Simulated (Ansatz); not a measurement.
A computed series for CdSe: response to strain

Take CdSe in the wurtzite structure (space group P6_3mc, No. 186) as the base.

```
CdSe
1.0
    4.24755     0.00000     0.00000
   -2.12377     3.67848     0.00000
    0.00000     0.00000     6.94096
Cd Se
2 2
Direct
  0.33333   0.66667   0.00031
  0.66667   0.33333   0.50031
  0.33333   0.66667   0.37569
  0.66667   0.33333   0.87569
```

Cartesian axes are those of the cell as printed.

Strains are applied to the cell and any free atomic positions relax.

Calculations: LDA, PAW, 420 eV (Ansatz, a program for electronic structure; spin-orbit coupling left out).

Notes on the quantities. energy relative to the base: free energy F.

| uniaxial strain ε_zz (%) | energy relative to the base (meV/atom) |
|---|---|
| -3 | 7.0 |
| -2.4 | ? |
| -1.2 | 1.1 |
| -0.6 | 0.3 |
| 0 | 0.0 |

Q: Fit ΔE = Aε² + Bε³ (ε in %) to the rows shown and predict the withheld row.

A: Least squares on the printed values gives A = 0.764 and B = -0.0046 meV/atom (largest residual 0.0 meV/atom); this predicts 4.5 meV/atom, and the run gives 4.5 meV/atom, in agreement.

Stability against distortions was not tested.
